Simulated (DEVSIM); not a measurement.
Device: Schottky contact on n-type GaP, at 300 K.

| layer (left to right) | material | thickness (μm) | Nd (cm⁻³) | τn (s) | τp (s) |
|---|---|---|---|---|---|
| 1 | GaP | 0.600 | 3.8e16 | 2.6e-6 | 2.6e-6 |
| 2 | GaP | 0.670 | 6.2e17 | 2.6e-6 | 2.6e-6 |

Left contact: Schottky, work function 4.88 eV, emission velocity 1.6e6 cm/s. Right contact: ohmic. Voltage is applied to the left contact. Recombination: SRH at mid-gap, radiative. Mobility is μmin + (μ − μmin)/(1 + (N/Nref)^α).

Constants are typed, rounded textbook-type inputs, not results; the design itself was drawn at random and stands for no fabricated device. Values at 300 K.

| parameter | GaP |
|---|---|
| gap (eV) | 2.26 |
| affinity (eV) | 3.8 |
| permittivity | 11.1 |
| Nc (cm⁻³) | 1.8e19 |
| Nv (cm⁻³) | 1.9e19 |
| μn (cm²/Vs) | 250 |
| μp (cm²/Vs) | 150 |
| μn,min | 10 |
| μp,min | 10 |
| Nref,n | 4.4e18 |
| Nref,p | 1e18 |
| αn | 0.8 |
| αp | 0.85 |
| B (cm³/s) | 1e-13 |

DEVSIM, 1D drift-diffusion, Boltzmann statistics, complete ionisation; no tunnelling, impact ionisation, image-force lowering or self-heating. Metal contacts follow the ideal Schottky-Mott rule: no Fermi-level pinning, no interface dipoles.

Q: Tabulate band edges, carrier densities and field at -20.0 V on the left contact.

A: Energies count from the Fermi level of the right contact; mesh points crowd at the junctions.

```csv
x (μm),Ec (eV),Ev (eV),n (cm⁻³),p (cm⁻³),field (V/cm)
0.000,21.080,18.820,< 1e2,< 1e2,-530000
0.01487,20.294,18.034,< 1e2,< 1e2,-520000
0.03819,19.089,16.829,< 1e2,< 1e2,-510000
0.07475,17.267,15.007,< 1e2,< 1e2,-490000
0.1577,13.443,11.183,< 1e2,< 1e2,-440000
0.2621,9.233,6.973,< 1e2,< 1e2,-370000
0.3845,5.158,2.898,< 1e2,< 1e2,-290000
0.4935,2.311,0.051,< 1e2,< 1e2,-230000
0.5416,1.289,-0.971,< 1e2,< 1e2,-200000
0.5722,0.712,-1.548,2.0e7,< 1e2,-180000
0.5918,0.375,-1.885,9.1e12,< 1e2,-170000
0.6092,0.134,-2.126,1.0e17,< 1e2,-72000
0.6293,0.088,-2.172,5.9e17,< 1e2,-2400
0.6611,0.087,-2.173,6.2e17,< 1e2,≈ 0
0.7335,0.087,-2.173,6.2e17,< 1e2,≈ 0
0.8251,0.087,-2.173,6.2e17,< 1e2,≈ 0
0.9613,0.087,-2.173,6.2e17,< 1e2,≈ 0
1.083,0.087,-2.173,6.2e17,< 1e2,≈ 0
1.180,0.087,-2.173,6.2e17,< 1e2,≈ 0
1.222,0.087,-2.173,6.2e17,< 1e2,≈ 0
1.249,0.087,-2.173,6.2e17,< 1e2,≈ 0
1.270,0.087,-2.173,6.2e17,< 1e2,≈ 0
```
